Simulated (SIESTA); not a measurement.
SIESTA run on I (Cmce, 4 atoms in the cell): self-consistent single point.

Level of theory: SIESTA with GGA PBE with spin-orbit coupling, numerical atomic orbitals DZP, PseudoDojo PBE fully relativistic norm-conserving potentials (rewritten from UPF to PSML).

```
CELL_PARAMETERS angstrom
      2.40290    -3.64700     0.00000
      2.40290     3.64700     0.00000
      0.00000     0.00000     9.82231
ATOMIC_POSITIONS crystal
  I  0.84600 0.84600 0.88300
  I  0.65400 0.65400 0.38300
  I  0.34600 0.34600 0.61700
  I  0.15400 0.15400 0.11700
```

Reference input (self-consistent single point, DFT, GGA PBE, numerical atomic orbitals DZP, PseudoDojo PBE standard norm-conserving potentials (rewritten from UPF to PSML)): XC.functional = GGA; XC.authors = PBE; potentials = PseudoDojo PBE standard; PAO.BasisSize = DZP; PAO.EnergyShift = 0.01 Ry; MeshCutoff = 300 Ry; kgrid.MonkhorstPack = 4 4 2; OccupationFunction = FD; ElectronicTemperature = 0.01 eV; MaxSCFIterations = 150; SCF.Mixer.Method = Pulay; SCF.Mixer.Weight = 0.1. This run's input differs from it in these lines:

```diff
@@ -1,2 +1,2 @@
-# files in the folder: I.psml (PseudoDojo PBE standard)
+# files in the folder: I.psml (PseudoDojo PBE fully relativistic)
 SystemName  I
@@ -35,2 +35,9 @@
 ElectronicTemperature        0.01 eV
+Spin                         spin-orbit
+%block DM.InitSpin
+  1 0.00 0.00 0.00
+  2 0.00 0.00 0.00
+  3 0.00 0.00 0.00
+  4 0.00 0.00 0.00
+%endblock DM.InitSpin
```

Output, abridged:

```
        iscf     Eharris(eV)        E_KS(eV)     FreeEng(eV)     dDmax    Ef(eV) dHmax(eV)
   scf:    1    -1402.875022    -1403.431286    -1403.431286  0.248139 -3.681926  1.132069
     spin moment: {S} , |S| = {    0.00000   -0.00000    0.00000 }     0.00000
   scf:    2    -1403.559288    -1403.504158    -1403.504158  0.008771 -3.770670  0.977016
     spin moment: {S} , |S| = {   -0.00000    0.00000   -0.00000 }     0.00000
   scf:    3    -1403.688740    -1403.676884    -1403.676884  0.046886 -4.258380  0.140537
     spin moment: {S} , |S| = {   -0.00000   -0.00000    0.00000 }     0.00000
   [... lines left out ...]
     spin moment: {S} , |S| = {   -0.00000   -0.00000   -0.00000 }     0.00000
   scf:    6    -1403.688703    -1403.690404    -1403.690404  0.000805 -4.320063  0.004596
     spin moment: {S} , |S| = {   -0.00000   -0.00000   -0.00000 }     0.00000
   scf:    7    -1403.689764    -1403.690412    -1403.690412  0.000396 -4.319907  0.000342
     spin moment: {S} , |S| = {    0.00000    0.00000   -0.00000 }     0.00000
   scf:    8    -1403.690419    -1403.690412    -1403.690412  0.000004 -4.319889  0.000320
     spin moment: {S} , |S| = {    0.00000   -0.00000   -0.00000 }     0.00000
SCF Convergence by DM+H criterion
max |DM_out - DM_in|         :     0.0000038616
max |H_out - H_in|      (eV) :     0.0003197195
SCF cycle converged after 8 iterations

Using DM_out to compute the final energy and forces

siesta: E_KS(eV) =            -1403.6904

siesta: E_KS - E_eggbox =     -1403.6904

siesta: Atomic forces (eV/Ang):
     1   -0.512189    0.000000   -1.005302
     2    0.512189   -0.000000   -1.005302
     3   -0.512189   -0.000000    1.005302
     4    0.512189   -0.000000    1.005302
   Tot   -0.000000    0.000000    0.000000
   Max    1.005302
   Res    0.651401    sqrt( Sum f_i^2 / 3N )
   Max    1.005302    constrained

Stress tensor Voigt[x,y,z,yz,xz,xy] (kbar):       10.57       12.73       -6.24        0.00        0.00        0.00
(Free)E + p*V (eV/cell)    -1404.3013
   [... lines left out ...]
siesta: FreeEng =     -1403.690412
   [... lines left out ...]
siesta:     0.006594    0.000000    0.000000
siesta:     0.000000    0.007946    0.000000
siesta:     0.000000    0.000000   -0.003894

siesta: Cell volume =        172.153243 Ang**3

siesta: Pressure (static):
siesta:                Solid            Molecule  Units
siesta:          -0.00003865          0.00009207  Ry/Bohr**3
siesta:          -0.00354863          0.00845304  eV/Ang**3
siesta:          -5.68553943         13.54326402  kBar
```

The run converged in 8 iterations. Against the reference run the pressure goes from -0.90 to -0.57 GPa, the largest force goes from 0.979 to 1.128 eV/Å and the gap on the mesh goes from 1.060 to 0.826 eV.

The starting cell has typed, rounded lattice constants, without a prior relaxation at this level. Its lattice was rescaled by a random factor within 2.5 % of one. Values carry the incompleteness of an atom-centred basis. Forces in this geometry exceed 1 eV/Å.
